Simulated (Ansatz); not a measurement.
**What Mo on a Si site (antisite), symmetric start does to MoSi2**

Consider a 15-atom supercell of MoSi2 (space group I4/mmm, No. 139; a = 3.217 Å, c = 7.873 Å) at its relaxed geometry.

Now apply this change: a neutral Mo on a Si site (antisite), symmetric start, atoms relaxed at fixed cell.

Method: PBE, PAW, 420 eV (Ansatz, an electronic-structure program; no SOC), earlier PAW set. k-mesh 7×7×7 (Γ-centred); smearing 0.05 eV (Fermi–Dirac).

| quantity | base | changed | shift |
|---|---|---|---|
| pressure | 0.0 GPa | 7.3 GPa | +7.3 GPa |
| energy gained by relaxation | – | 0.05 eV | – |
| largest displacement of a host atom from its site in the perfect cell | – | 0.03 Å | – |
| mean distance from the defect site to its nearest host atoms | 2.60 Å | 2.62 Å | +0.02 Å |

Final structure:

```yaml
crystal:
  lattice:
    - [-4.82551, 1.60850, 3.93661]
    - [4.82551, -1.60850, 3.93661]
    - [1.60850, 4.82551, -3.93661]
  atoms:
    - { symbol: Mo, position: [0.00037, 0.00037, 0.00000] }
    - { symbol: Mo, position: [0.80419, 0.40252, 0.20468] }
    - { symbol: Mo, position: [0.40252, 0.19784, 0.59833] }
    - { symbol: Mo, position: [0.59951, 0.80419, 0.40167] }
    - { symbol: Mo, position: [0.19784, 0.59951, 0.79532] }
    - { symbol: Mo, position: [0.33455, 0.33455, 0.00000] }
    - { symbol: Si, position: [0.13341, 0.73032, 0.19775] }
    - { symbol: Si, position: [0.73032, 0.53256, 0.59690] }
    - { symbol: Si, position: [0.93566, 0.13341, 0.40310] }
    - { symbol: Si, position: [0.53256, 0.93566, 0.80225] }
    - { symbol: Si, position: [0.66727, 0.66727, 0.00000] }
    - { symbol: Si, position: [0.46727, 0.06292, 0.19930] }
    - { symbol: Si, position: [0.06292, 0.86362, 0.59565] }
    - { symbol: Si, position: [0.26797, 0.46727, 0.40435] }
    - { symbol: Si, position: [0.86362, 0.26797, 0.80070] }
```

Cost of the whole job for the changed cell (relaxation, final SCF and bands): around 2.7 core-minutes (rough).

The cell is small, so the values are those of an ordered compound at a high defect concentration; dilute-limit values will differ. The defect started on the symmetric site and kept its symmetry, so it may sit on a saddle. All final runs are without spin polarisation. The defect cell is not spin-polarised.
